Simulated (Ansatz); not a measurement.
Take TiTe2 in the CdI2 type structure (space group P-3m1, No. 164; layered, stacked along the Cartesian z axis) as the base.

```xyz
3
Lattice="3.7840 0.0000 0.0000 -1.8920 3.2770 0.0000 0.0000 0.0000 6.6016" Properties=species:S:1:pos:R:3 pbc="T T T"
Ti     0.0000     0.0000     0.0000
Te     0.0000     2.1847     1.6956
Te     1.8920     1.0923     4.9060
```

Cartesian axes are those of the cell as printed.

The values are results of DFT with r2SCAN+rVV10, PAW potentials and a 500 eV plane-wave cutoff in Ansatz (a quantum-chemistry and plane-wave program), scalar-relativistic without spin-orbit coupling, not measurements.

Before the change:

```
Quantity                         Value
-----------------------------  -------
Pressure                       0.0 GPa
Shortest interatomic distance  2.765 Å
Band gap                          zero
```

Now apply this change: biaxial strain +0.48 %, plane normal [001], relaxed out of plane (Cartesian); in-plane vectors clamped, the third vector and the atoms free.

Task: What does the calculation give for the pressure, shortest interatomic distance and band gap after the change?

Result: The pressure (mean of the normal stresses, compression positive) goes from zero to -0.3 GPa; the shortest interatomic distance goes up by 0.0034 Å to 2.769 Å; the band gap remains zero.

Stability against distortions was not tested. All final runs are without spin polarisation.
